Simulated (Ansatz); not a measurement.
Take Al2O3 in the corundum structure (space group R-3c, No. 167; a = 4.729 Å, c = 12.892 Å (hexagonal axes)) as the base.

All numbers come from LDA (Ansatz, a quantum-chemistry and plane-wave program; PAW; 420 eV plane waves; no SOC).

Base values:

| Property | Result |
|---|---|
| Pressure | -0.01 GPa |
| Electron mass | 0.43 mₑ along c, 0.39 mₑ across (at Γ) |

Modification: every lattice vector is shortened by 3.00 %, atoms relaxed at fixed cell.

Problem. What happens to the pressure?

Solution. The pressure (mean of the normal stresses, compression positive) goes up by 28.21 GPa (-0.01 GPa → 28.20 GPa).

Problem. What does the calculation give for the electron mass after the change?

Solution. The electron mass changes from 0.43 mₑ along c, 0.39 mₑ across (at Γ) to 0.50 mₑ along c, 0.43 mₑ across (at Γ).

The levels and masses belong to the bands next to the band gap. The cells carry an imposed strain or load. Masses are band curvatures over ±0.01 Å⁻¹ around the edge. Whether these cells are dynamically stable was not tested.
